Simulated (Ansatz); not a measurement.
## SrCl2 under a change: biaxial strain −3.00 %, plane normal [001], relaxed out of plane

Start from SrCl2 in the fluorite structure (space group Fm-3m, No. 225; a = 6.908 Å). Axes: x, y, z lie along the cube axes.

Now apply this change: biaxial strain −3.00 %, plane normal [001], relaxed out of plane (Cartesian); in-plane vectors clamped, the third vector and the atoms free.

Method: PBEsol in Ansatz (plane waves to 420 eV, PAW, spin-orbit coupling left out). k-mesh 8×8×8 (Γ-centred); smearing 0.05 eV (Fermi–Dirac).

| quantity | base | changed | shift |
|---|---|---|---|
| volume per atom | 27.47 Å³ | 26.33 Å³ | -1.14 Å³ |
| space group | Fm-3m (No. 225) | I4/mmm (No. 139) | – |
| shortest interatomic distance | 5.653 bohr | 5.576 bohr | -0.0763 bohr |
| energy relative to the base (free energy F) | 0 meV/atom | +13 meV/atom | +13 meV/atom |
| band gap | 5.25 eV | 5.15 eV | -0.106 eV |
| gap character | – | indirect, X → Γ | – |
| electron mass | 0.37 mₑ (at Γ) | 0.29 mₑ out of plane, 0.55 mₑ in plane (at Γ) | – |
| out-of-plane strain | – | +1.87 % | – |
| ratio −ε⊥/ε∥ | – | 0.62 | – |
| mean in-plane stress (compression positive) | – | +2.7 GPa | – |

Effective masses come from finite differences of ±0.01 Å⁻¹. Whether these cells are dynamically stable was not tested. k-point labels follow each cell's own Brillouin zone.

Ansatz is a program for electronic structure.
